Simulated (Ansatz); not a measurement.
Consider CsI in the CsCl type structure (space group Pm-3m, No. 221).

```xyz
2
Lattice="4.6669 0.0000 0.0000 0.0000 4.6669 0.0000 0.0000 0.0000 4.6669" Properties=species:S:1:pos:R:3 pbc="T T T"
Cs     0.0000     0.0000     0.0000
I      2.3335     2.3335     2.3335
```

Method: PBE/PAW in Ansatz (a quantum-chemistry and plane-wave program), spin-orbit coupling left out.

For the base:

* **Lattice parameter a**: 4.667 Å

Perturbation: a hydrostatic pressure of 30 GPa.

Problem. What does the calculation give for the lattice parameter a after the change?

Solution. The lattice parameter a falls by 0.883 Å to 3.784 Å.

Load acts through the strain it causes; cell and atoms are relaxed under it. No phonon test of stability was made. No other phases were tried under pressure.
